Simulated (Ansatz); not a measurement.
Base system: BeTe in the zinc blende structure (space group F-43m, No. 216; a = 5.554 Å). Axes: x, y, z lie along the cube axes.

Method: LDA (Ansatz, a program for electronic structure, PAW, no spin-orbit coupling).

One thing is altered: compressive biaxial strain of 2.08 % in the plane normal to [111], as in epitaxy on a mismatched substrate; the out-of-plane cell vector and the atoms relax.

Problem. Predict the new energy relative to the base.

Solution. The energy goes up by 9.2 meV/atom.

Problem. Estimate the effect on the in-plane stress.

Solution. The mean in-plane stress (compression positive) comes out as +3.4 GPa.

Problem. What does the calculation give for the out-of-plane strain after the change?

Solution. The out-of-plane strain is +0.90 %.

Whether these cells are dynamically stable was not tested.
